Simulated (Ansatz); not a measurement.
SiGe (model structure, started from the NiAs type, P6₃/mmc, No. 194, 4 atoms in the cell) was calculated with r²SCAN (Ansatz, a first-principles code, plane waves, PAW).

Run with plane-wave cutoff 560 eV, 18×18×12 k mesh (along the axes of the cell as run), Fermi–Dirac smearing 0.05 eV, scalar-relativistic PAW data made under PBE.

Cell (relaxed at this level):

Space group P6₃/mmc (No. 194); a = 3.6693 Å, b = 3.6693 Å, c = 6.1881 Å, α = 90.00°, β = 90.00°, γ = 120.00°

```
atom  site  symmetry       x       y       z
----  ----  --------  ------  ------  ------
Ge      2a      -3m.  0.0000  0.0000  0.0000
Si      2c      -6m2  0.3333  0.6667  0.2500
```

Task: Predict the bulk modulus.

Result: 
- bulk modulus = 75.1 GPa

The run finds no gap.

Note: the bulk modulus is −V dP/dV from two relaxed cells at ±2 % in volume; the relaxation could raise the start's symmetry but not lower it, so the cell can be a saddle point.

The computed numbers hold no vibrational or temperature effects.

It cost very roughly 5 core-minutes of CPU time.

A model structure was made by putting elements into a prototype or built by hand; it is no filed structure, need not be a known phase, and can be a saddle point held by its symmetry.
